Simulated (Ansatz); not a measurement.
The parent structure is Ag in the fcc (Cu type) structure (space group Fm-3m, No. 225; a = 4.1043 Å; relaxed with 0.1 eV smearing).

The values are results of plane-wave PAW DFT at the r2SCAN level (Ansatz, a quantum-chemistry and plane-wave program, 500 eV), no spin-orbit coupling, not measurements.

Before the change:

The pressure is 0.0 GPa.

It is then changed as follows: an isotropic linear strain of +2.50 %, atoms relaxed at fixed cell.

Question: What does the calculation give for the energy relative to the base after the change?

Answer: The energy goes up by 28 meV/atom.

Question: What does the calculation give for the pressure after the change?

Answer: The pressure goes from zero to -6.2 GPa.

No phonon test of stability was made.
